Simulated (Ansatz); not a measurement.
# A computed series for HfO2: response to strain

Base system: HfO2 (space group P2_1/c, No. 14).

```xyz
12
Lattice="5.1141 0.0000 0.0000 0.0000 5.1816 0.0000 -0.8711 0.0000 5.2231" Properties=species:S:1:pos:R:3 pbc="T T T"
Hf     1.2312     0.2168     1.0876
Hf     3.4473     2.8076     1.5240
Hf     3.0117     4.9647     4.1356
Hf     0.7956     2.3740     3.6991
O      0.0586     1.7295     1.7968
O      4.6199     4.3203     0.8147
O      4.1843     3.4521     3.4263
O     -0.3770     0.8613     4.4084
O      1.8740     3.9259     2.4993
O      2.8044     1.3351     0.1122
O      2.3689     1.2557     2.7238
O      1.4385     3.8465     5.1109
```

Cartesian axes are those of the cell as printed.

Strains are applied to the cell and any free atomic positions relax; under biaxial strain the out-of-plane vector relaxes too; under stress the whole cell relaxes.

Computed with r2SCAN (Ansatz, an electronic-structure program; PAW; 500 eV plane waves; spin-orbit coupling left out).

Notes on the quantities. pressure: mean of the normal stresses, compression positive.

| change | smallest direct gap | pressure | band gap | width of the top valence band | gap character |
|---|---|---|---|---|---|
| base | 4.68 eV | 0.00 GPa | 4.59 eV | 0.74 eV | indirect, Γ → Y₂ |
| biaxial strain −2.65 %, plane normal [001], relaxed out of plane | 4.87 eV | 7.87 GPa | 4.81 eV | 0.63 eV | indirect, Γ → Y₂ |
| biaxial strain −0.47 %, plane normal [001], relaxed out of plane | 4.70 eV | 1.37 GPa | 4.61 eV | 0.74 eV | indirect, Γ → Y₂ |
| isotropic strain −2.89 % | (withheld) | (withheld) | (withheld) | (withheld) | (withheld) |
| isotropic strain −0.52 % | 4.70 eV | 3.44 GPa | 4.61 eV | 0.73 eV | indirect, Γ → Y₂ |
| isotropic strain +0.84 % | 4.68 eV | -5.25 GPa | 4.59 eV | 0.75 eV | indirect, Γ → Y₂ |
| uniaxial strain ε_yy = +2.53 % | 4.69 eV | -5.97 GPa | 4.57 eV | 0.70 eV | indirect, Γ → Y₂ |
| uniaxial stress, 5 GPa tension along z | 4.75 eV | – | 4.68 eV | 0.70 eV | indirect, Γ → Y₂ |

Q: Complete the table.

A: 
- isotropic strain −2.89 %, smallest direct gap: 5.05 eV
- isotropic strain −2.89 %, pressure: 20.26 GPa
- isotropic strain −2.89 %, band gap: 4.97 eV
- isotropic strain −2.89 %, width of the top valence band: 0.66 eV
- isotropic strain −2.89 %, gap character: indirect, Γ–A (29 % along) → Y₂

With Hf present, leaving out spin-orbit coupling can change the band edges. Gaps are Kohn–Sham eigenvalue differences; semilocal functionals usually give less than the measured gap. Beyond what the load breaks, stability against distortions was not tested.
